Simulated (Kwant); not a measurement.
Device: wire with one Gaussian impurity in a Si two-dimensional gas. Effective mass 0.19 mₑ, grid spacing 3 nm, hard walls, nominal width 60 nm (19 grid rows, so walls 60 nm apart), one parabolic valley, scattering region 180 nm long along x; energies count from the band bottom; Fermi energy swept from 0.0004398 to 0.0093458 eV. Impurity U exp(−r²/2σ²), U = -0.011 eV, σ = 2.7 nm, 0 nm off the axis.

Constants are typed, rounded textbook-type inputs, not results; the design itself was drawn at random and stands for no fabricated device.

Kwant, effective-mass tight-binding model on a square grid, one spin, coherent transport at 0 K. Conductance is in e²/h.

Task: How many channels do the leads carry at E = 3.21, 4.41, 7.92 meV?

Result: The hard-wall thresholds are n² ħ²π²/(2mW²) = n² × 0.550 meV with W = 60 nm. √(3.21/0.550) = 2.42, so 2. √(4.41/0.550) = 2.83, so 2. √(7.92/0.550) = 3.80, so 3.
